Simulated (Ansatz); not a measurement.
Band structure of Ir (Fm-3m, 1 atom in the cell).

```yaml
crystal:
  lattice:
    - [0.00000, 1.95067, 1.95067]
    - [1.95067, 0.00000, 1.95067]
    - [1.95067, 1.95067, 0.00000]
  atoms:
    - { symbol: Ir, position: [0.00000, 0.00000, 0.00000] }
```

Method of the run: PBE, PAW files (plane waves; Ansatz, a first-principles code).

Settings: kpoints.mp_grid.grid = 14 14 14; hamiltonian.xc = pbe; hamiltonian.pseudopotentials = {kind: paw} (the program's default PAW files); scf.occupations.method = gaussian; scf.occupations.width = 0.01 Ry; kpoints.band_path.npoints = 8.

The starting cell comes from a database of computed structures (which also holds hypothetical and non-ambient phases and stackings), without a prior relaxation at this level. Its lattice was rescaled by a random factor within 2.5 % of one. Spin-orbit coupling is off. Spin polarisation is off.

Levels in eV from the Fermi level, bands 5 to 12:
```csv
point,5,6,7,8,9,10,11,12
Γ,-10.54,-3.52,-3.52,-3.52,-1.03,-1.03,13.83,19.07
X,-7.30,-6.75,0.88,1.45,1.45,1.77,9.97,11.36
W,-5.74,-4.46,-4.46,-1.58,1.46,7.81,8.78,8.78
K,-6.39,-5.50,-2.61,-0.73,0.65,6.12,7.43,11.02
L,-7.53,-3.62,-3.62,-0.56,0.92,0.92,6.89,13.47
U,-6.39,-5.50,-2.61,-0.73,0.65,6.12,7.43,11.02
```

Bands cross the Fermi level along this path, so the cell is metallic at this level.

Keys are those of Ansatz 0.2.
